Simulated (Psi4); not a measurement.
Psi4 1.11, PBE0/def2-svp: Te(I)(NMe2) (CN(C)[Te]I), 11 atoms. The geometry is a generated start, not checked to be a minimum at this level.

```json
{
 "task": "energy",
 "method": "pbe0",
 "basis": "def2-svp",
 "memory": "3 GB",
 "maxiter": "100",
 "keys_of_the_molecule_block": "symmetry c1",
 "scf_type": "df (default)",
 "e_convergence": "1e-06 (default)",
 "d_convergence": "1e-06 (default)",
 "dft_radial_points": "75 (default)",
 "dft_spherical_points": "302 (default)",
 "effective_core_potentials": "those of the basis set, past Kr",
 "basis_functions": "124",
 "grid_points": "232282"
}
```

```xyz
11

Te     1.8445     0.8754     0.8609
I      1.0819     3.4446     0.7564
N      0.0821     0.2108     0.1322
C     -0.6355    -0.7375     0.9450
C      0.0537    -0.1492    -1.2633
H     -1.6795    -0.7568     0.6230
H     -0.2391    -1.7578     0.8617
H     -0.6016    -0.4270     1.9875
H      0.4877    -1.1375    -1.4600
H     -0.9855    -0.1637    -1.5998
H      0.5912     0.5985    -1.8436
```

With the defaults (diis = true, scf_initial_accelerator = adiis, damping_percentage = 0, diis_max_vecs = 10, guess = auto, which took SAD, soscf = false) it converges in 10 SCF iterations. One run each on 2 threads, with these changes:
- guess = sadno
- guess = sapgau
- guess = sap
- diis = false, scf_initial_accelerator = none, damping_percentage = 60
- soscf = true
- guess = huckel
- guess = gwh
- diis_max_vecs = 6
- diis_max_vecs = 20

Question: Which runs fail or end elsewhere than the default run?

Answer: No convergence: diis = false, scf_initial_accelerator = none, damping_percentage = 60 (the run ends without SCF convergence in 100 iterations). The rest reach the solution of the defaults.

```tsv
setting	SCF iterations	JK calls	end
soscf = true	8	34	same solution
the defaults	10	11	same solution
diis_max_vecs = 6	10	11	same solution
diis_max_vecs = 20	10	11	same solution
guess = huckel	10	38	same solution
guess = sadno	12	12	same solution
guess = gwh	12	12	same solution
guess = sap	15	15	same solution
guess = sapgau	15	15	same solution
diis = false, scf_initial_accelerator = none, damping_percentage = 60	100	101	no convergence
```

An SOSCF iteration holds several JK calls; a Hückel guess adds calls on atoms.
